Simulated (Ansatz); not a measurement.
Zn: pressure series

The parent structure is Zn in the hcp (Mg type) structure (space group P6_3/mmc, No. 194; a = 2.6358 Å, c = 4.6573 Å).

Cell and atoms are relaxed at each pressure.

All numbers come from PBEsol (Ansatz, a program for electronic structure, PAW, no spin-orbit coupling).

```csv
pressure (GPa),volume per atom (Å³/atom)
-2,14.373
-1,14.177
0,14.011
0.3,13.964
0.7,13.903
1.5,?
5,13.338
7.5,13.066
10,12.825
```

Q: Fit the third-order Birch–Murnaghan form P(V) = (3B₀/2)[(V₀/V)^(7/3) − (V₀/V)^(5/3)]·[1 + (3/4)(B₀′ − 4)((V₀/V)^(2/3) − 1)] (squares taken in P) to the rows shown and predict the withheld row.

A: Least squares on the printed values gives V₀ = 14.014 Å³/atom, B₀ = 86.8 GPa, B₀′ = 6.0; this predicts 13.785 Å³/atom, and the run gives 13.786 Å³/atom, in agreement.

Load acts through the strain it causes; cell and atoms are relaxed under it. No phonon test of stability was made. No other phases were tried under pressure.
